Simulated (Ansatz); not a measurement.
What each level gives and costs: Rb2InAgF6 (Fm-3m, 10 atoms in the cell)

Cell: a = 6.4712 Å, b = 6.4712 Å, c = 6.4712 Å, α = 60.00°, β = 60.00°, γ = 60.00°.

Program: Ansatz (a program for electronic structure), default PAW files made with PBE; each row names its functional.

Base settings: basis.ecutwfc = 420 eV; kpoints.mp_grid.grid = 3 3 3; hamiltonian.xc = hse06; hamiltonian.pseudopotentials = {kind: paw} (the program's default PAW files); scf.occupations.method = gaussian; scf.occupations.width = 0.05 eV.

Differences are taken from HSE06, a reference of convenience: it is no measurement, and no ranking of the functionals follows.

Core times come from one kind of shared machine and are given to one figure; runs under 30 s give none.

The starting cell comes from a database of computed structures (which also holds hypothetical and non-ambient phases and stackings), without a prior relaxation at this level. Its lattice was rescaled by a random factor within 2.5 % of one. Ansatz's pressure includes its estimate of the finite-basis (Pulay) stress.

```
level   gap on the mesh less reference (eV)  pressure less reference (GPa)  largest difference in the force on any atom (eV/Å)  core time / reference (rough)
------  -----------------------------------  -----------------------------  --------------------------------------------------  -----------------------------
PBEsol                               -2.036                          -0.81                                               0.293                              –
PBE0                                  0.755                          -0.07                                               0.001                            0.9
HSE06                                 0.000                           0.00                                               0.000                              1
```

Keys are those of Ansatz 0.2.
